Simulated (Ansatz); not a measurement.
## BN: stress against strain

BN (layered hexagonal, P6_3/mmc, 8.997 Å³/atom at rest, c along z) under an equal strain ε in the (0001) plane with the normal axis free, as in a coherent film. PBE-D3(BJ) in Ansatz, a plane-wave DFT program (PAW, default set), 420 eV, 15×15×5 Γ-centred mesh, Fermi-Dirac smearing 0.05 eV; ions are relaxed within the symmetry of each cell. Stress is positive for a compressed cell.

Here s stands for strain and y for stress xx.

```
strain (%)  stress xx (GPa)
----------  ---------------
-3.00                     ?
-1.20                 13.76
-0.60                  6.67
0.00                   0.00
0.60                  -6.29
1.20                 -12.20
```

Fit y of the 5 rows that show it with a straight line. Means: s 0, y 0.388. About the means, the sum of products is -38.928 and the sum of squares of s is 3.6000; the slope is their ratio. Least squares gives y = 0.388 - 10.8133·s. Residuals (row less fit): 0.396, -0.206, -0.388, -0.190, 0.388; standard error 0.423 (degrees of freedom: 3). The slope gives the biaxial elastic modulus of this plane = 1081 ± 22 GPa.

### Question
What does the fit predict for y at s = -3.00, and how far is the calculated value from it?

### Answer
y = 0.388 - 10.8133 × (-3.0) = 32.828 GPa. The calculation gives 37.89 GPa, 5.062 GPa above the prediction (10.1 % of the range of y in the table). The row lies outside the fitted rows, so this is an extrapolation. From the scatter of the fitted rows alone, a prediction at this place has a standard error of 0.813 GPa, so the miss is 6.2 times that.

One order more, fitted to all 11 runs of the series, follows each within 0.17, so the miss is the next term of a smooth law. Rows are the converged runs of the series near zero and its far end; series whose fitted rows scatter by over a few per cent of the range, as at a crossing or softening among them, aren't shown in this form. Most that stay on the fit to the last digits aren't either.
